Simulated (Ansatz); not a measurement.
Start from CdTe in the zinc blende structure (space group F-43m, No. 216; a = 6.409 Å). Axes: x, y, z lie along the cube axes.

Calculations: LDA, PAW, 420 eV (Ansatz, a quantum-chemistry and plane-wave program; spin-orbit coupling left out).

It is then changed as follows: tensor shear ε_xy = +2.00 % (engineering shear γ = 0.0400), atoms relaxed at fixed cell.

Predict the stress tensor and what it implies for the stiffness.

Stress of the strained cell less that of the base (GPa, compression positive):
```
   0.00   -0.86    0.00
  -0.86    0.00    0.00
   0.00    0.00   -0.02
```

Then −Δσ/γ with γ = 2ε = 0.0400 gives secant stiffness values (nonlinear terms included at this strain): C66 ≈ 22 GPa.

No phonon test of stability was made.
